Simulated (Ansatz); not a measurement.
HgSe, element substitutions

The reference is HgSe in the zinc blende structure (space group F-43m, No. 216; a = 6.133 Å).

Each row replaces one element on all its sites; cell and atoms are relaxed.

Computed with plane-wave PAW DFT at the PBEsol level (Ansatz, a quantum-chemistry and plane-wave program, 420 eV), no spin-orbit coupling.

**Question.** Only one of these has a band gap. Which?
(A) Hg → Pt
(B) Se → Te
(C) Hg → Pb

**Answer.** C, Hg → Pb. Computed: Se → Te: zero; Hg → Pb: 0.47 eV; Hg → Pt: zero

With Hg, Pb and Te present, leaving out spin-orbit coupling can change the band edges. Whether these cells are dynamically stable was not tested. As relaxed here, PbSe and PtSe are hypothetical phases, not in the database extracts checked. All final runs are without spin polarisation. PtSe has a high density of states at the Fermi level and may be magnetic at this level. The zero or small gap of HgTe and HgSe can change with the level of theory.
